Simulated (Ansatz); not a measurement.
Consider an 8-atom supercell of CdO in the rock salt structure (space group Fm-3m, No. 225; a = 4.690 Å) at its relaxed geometry.

Level of theory: Ansatz (a program for electronic structure), PBEsol, PAW, cutoff 420 eV, no spin-orbit coupling.

Before the change:

```
Item       Result
--------  -------
Pressure  0.0 GPa
```

One thing is altered: a neutral Li interstitial (started 2.03 Å from the nearest host atom), atoms relaxed at fixed cell, starting from a slightly rattled geometry.

**Question.** What does the calculation give for the final site of the added atom after the change?

**Answer.** The final site of the added atom is 4 O at 1.84 Å (tetrahedral).

**Question.** Predict the new pressure.

**Answer.** The pressure goes from zero to 13.9 GPa.

**Question.** What does the calculation give for the largest displacement of a host atom from its site in the perfect cell after the change?

**Answer.** The largest displacement of a host atom from its site in the perfect cell is 0.24 Å.

The cell is small, so the values are those of an ordered compound at a high defect concentration; dilute-limit values will differ. The mesh was chosen for an insulator and is coarse for the gapless case. All final runs are without spin polarisation. The defect cell is not spin-polarised.
